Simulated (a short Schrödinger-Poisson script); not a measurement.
Stack: MOS inversion layer, SiO2 on p-type Si(100), at 300 K.

```csv
layer,material,thickness (nm),Na (cm⁻³)
1,SiO2,3.9,-
2,Si,1000,1.7e17
```

The device is made up for the run: typed textbook-type constants, with dimensions and the other settings drawn at random. SiO2: permittivity 3.9, conduction-band edge (eV) 3.15, gap (eV) 9, electron mass (mₑ) 0.5. Si: permittivity 11.7, conduction-band edge (eV) 0, gap (eV) 1.124, Nv at 300 K (cm⁻³) 3.1e19.

Channel valleys (confinement mass, in-plane density-of-states mass, number): Δ2 0.916, 0.19, 2; Δ4 0.19, 0.417, 4. At the gate the conduction-band edge of layer 1 lies 3.36 eV − eVg above the Fermi level of the channel; the field vanishes at the back. Gaps are held at their typed values at every temperature. Mesh 0.03 nm at interfaces.

Solved with a short Schrödinger-Poisson script written for these runs: 1D Poisson equation in equilibrium, electrons classical, Fermi-Dirac, parabolic valleys, classical holes, full ionisation, no traps, pinning or gate leakage.

The same stack at other levels of the model or other numerical settings:

| run | sheet density of all electrons at Vg = 2.7 V (cm⁻²) | sheet density of all electrons at Vg = 0.9 V (cm⁻²) | capacitance at Vg = 2.7 V (μF/cm²) | centroid of the channel electrons at Vg = 2.7 V (nm) | rough cost against the base |
|---|---|---|---|---|---|
| base | 1.16e13 | 2.30e12 | 0.842 | 0.68 | about 1 |
| electrons treated as classical, Boltzmann | 1.19e13 | 2.33e12 | (withheld) | 0.48 | 0.1 |
| electrons treated as quantum, Hartree | (withheld) | 1.93e12 | 0.804 | 1.57 | 4 |
| mesh six times as coarse | 1.15e13 | 2.28e12 | 0.836 | (withheld) | 0.2 |

### Question
Some entries are withheld; supply them.

### Answer

- electrons treated as classical, Boltzmann, capacitance at Vg = 2.7 V (μF/cm²): 0.865
- electrons treated as quantum, Hartree, sheet density of all electrons at Vg = 2.7 V (cm⁻²): 1.07e13
- mesh six times as coarse, centroid of the channel electrons at Vg = 2.7 V (nm): 0.76

The classical rows ignore confinement, and Boltzmann statistics overrate the density once the band edge passes the Fermi level.
